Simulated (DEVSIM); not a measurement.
Device: illuminated Si n-on-p cell, one wavelength, at 300 K.

Layer 1 from the left is Si, thickness (μm) 0.330, Nd (cm⁻³) 9.9e18, τn (s) 7.3e-7, τp (s) 9.7e-8, absorption coefficient (cm⁻¹) 6200. Layer 2 from the left is Si, thickness (μm) 31.0, Na (cm⁻³) 2.4e16, τn (s) 1.4e-6, τp (s) 1.4e-6, absorption coefficient (cm⁻¹) 6200.

Left contact: ohmic, minority hole recombination velocity 8e5 cm/s. Right contact: ohmic, minority electron recombination velocity 30 cm/s. Voltage is applied to the left contact. Recombination: SRH at mid-gap, radiative, Auger. Light enters at the left, 2.5e16 photons cm⁻² s⁻¹, one pass, no reflection. Mobility is μmin + (μ − μmin)/(1 + (N/Nref)^α).

Constants are typed, rounded textbook-type inputs, not results; the design itself was drawn at random and stands for no fabricated device. Values at 300 K.

Si: gap (eV) 1.124, affinity (eV) 4.05, permittivity 11.7, Nc (cm⁻³) 2.86e19, Nv (cm⁻³) 3.1e19, μn (cm²/Vs) 1417, μp (cm²/Vs) 470, μn,min 52, μp,min 45, Nref,n 9.7e16, Nref,p 2.2e17, αn 0.68, αp 0.72, B (cm³/s) 4.7e-15, Cn (cm⁶/s) 2.8e-31, Cp (cm⁶/s) 9.9e-32.

DEVSIM, 1D drift-diffusion, Boltzmann statistics, complete ionisation; no tunnelling, impact ionisation, image-force lowering or self-heating.

Dark forward current:

| |V| (V) | |J| (A/cm²) |
|---|---|
| 0.05 | 1.883e-9 |
| 0.10 | 6.705e-9 |
| 0.15 | 2.011e-8 |
| 0.20 | 5.918e-8 |
| 0.25 | 1.818e-7 |
| 0.30 | 6.211e-7 |
| 0.35 | 2.518e-6 |
| 0.40 | 1.243e-5 |
| 0.45 | 7.184e-5 |
| 0.50 | 0.0004565 |
| 0.55 | 0.003039 |
| 0.60 | 0.02059 |
| 0.65 | 0.1377 |
| 0.70 | 0.8193 |
| 0.75 | 3.509 |
| 0.80 | 11.80 |
| 0.85 | 41.23 |
| 0.90 | 162.9 |
| 0.95 | 682.8 |
| 1.00 | 2612 |

Problem. Work out the local ideality factor n = ΔV / (kT/q · ln(J2/J1)) between the rows 0.15 and 0.20 V, 0.55 and 0.60 V, 0.95 and 1.00 V.

Solution. kT/q = 25.85 mV. From 0.15 to 0.20 V: ln(5.918e-8/2.011e-8) = 1.079, n = 1.79. From 0.55 to 0.60 V: ln(0.02059/0.003039) = 1.913, n = 1.01, near the 1 of diffusion or emission over a barrier. From 0.95 to 1.00 V: ln(2612/682.8) = 1.342, n = 1.44.

Problem. What current could the absorbed light give at most, and what share is collected?

Solution. Σ αd = 19.4, so qΦ(1 − exp(−Σ αd)) = 4.01 mA/cm². The simulated short-circuit current is 3.615 mA/cm², a share of 0.90.

Problem. Estimate the open-circuit voltage by superposition: the voltage at which the dark current equals that short-circuit current.

Solution. Interpolating ln J in the table gives 0.555 V. The simulation gives 0.555 V, the same within the digits that matter. Superposition holds where collection doesn't change with voltage.

Problem. Estimate the fill factor from FF0 = (v − ln(v + 0.72))/(v + 1), v = qVoc/(nkT), with n from the dark curve.

Solution. The rows about Voc, 0.55 and 0.60 V, give n = 1.01, so v = 21.2 and FF0 = 0.816. The simulation gives 0.815, the same within the digits that matter.
